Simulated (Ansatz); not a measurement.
Tunnelling through a barrier is set by its complex band structure: the current falls as exp(−2κd) with the smallest κ.

```
SnO2
1.0
    3.20750     0.00000     0.00000
    0.00000     6.73847     0.00000
    0.00000     3.36924     3.36924
Sn O
2 4
Direct
  0.50000   0.50000   0.00000
  0.00000   0.00000   0.00000
  0.50000   0.80597   0.00000
  0.50000   0.19403   0.00000
  0.00000   0.30597   0.38806
  0.00000   0.69403   0.61194
```

The cell is taken as given; by r2SCAN it stands under a pressure of -0.9 GPa.

Transport runs along the normal of the first two printed cell vectors, the (110) plane of the conventional cell.

No gap correction and no spin-orbit coupling; mid-gap is the computed energy nearest the middle.

Problem. Predict the band gap and the smallest decay constant κ at mid-gap from r2SCAN (Ansatz, an electronic-structure program).

Solution. Gap 1.72 eV on a 10×10×10 mesh; κ = 0.190 1/Å, at the zone centre.
